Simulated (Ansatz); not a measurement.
In2Bi (P-6m2, No. 187, 3 atoms in the cell; start mp-1223757), treated with PBEsol in Ansatz (PAW).

Numerical settings: plane-wave cutoff 520 eV, 12×12×16 k mesh (along the axes of the cell as run), Fermi–Dirac smearing 0.05 eV, scalar-relativistic PAW data made under PBE.

Cell (relaxed at this level):

```cif
data_BiIn2
_chemical_formula_sum 'In2 Bi1'
_space_group_name_H-M_alt 'P-6m2'
_space_group_IT_number 187
_space_group_name_Hall 'P -6 2'
_cell_length_a 5.48876
_cell_length_b 5.48876
_cell_length_c 3.21194
_cell_angle_alpha 90.000
_cell_angle_beta 90.000
_cell_angle_gamma 120.000
loop_
_atom_site_label
_atom_site_type_symbol
_atom_site_symmetry_multiplicity
_atom_site_Wyckoff_symbol
_atom_site_fract_x
_atom_site_fract_y
_atom_site_fract_z
_atom_site_occupancy
In1 In 1 b 0.00000 0.00000 0.50000 1
In2 In 1 c 0.33333 0.66667 0.00000 1
Bi1 Bi 1 f 0.66667 0.33333 0.50000 1
```

**Question.** What does this level give for the bulk modulus?

**Answer.** 
- bulk modulus = 46.2 GPa

The run finds no gap.

Note: the bulk modulus is −V dP/dV from two relaxed cells at ±2 % in volume; the relaxation could not lower the start's symmetry, so the cell can be a saddle point above a distorted one.

Spin–orbit coupling is not included; it can shift volumes and moduli of such heavy elements.

Static lattice: no zero-point or thermal effects.

The result took around 3 core-minutes (rough).

A start named mp-… is a Materials Project structure, which need not be a measured phase.

Ansatz is a first-principles code.
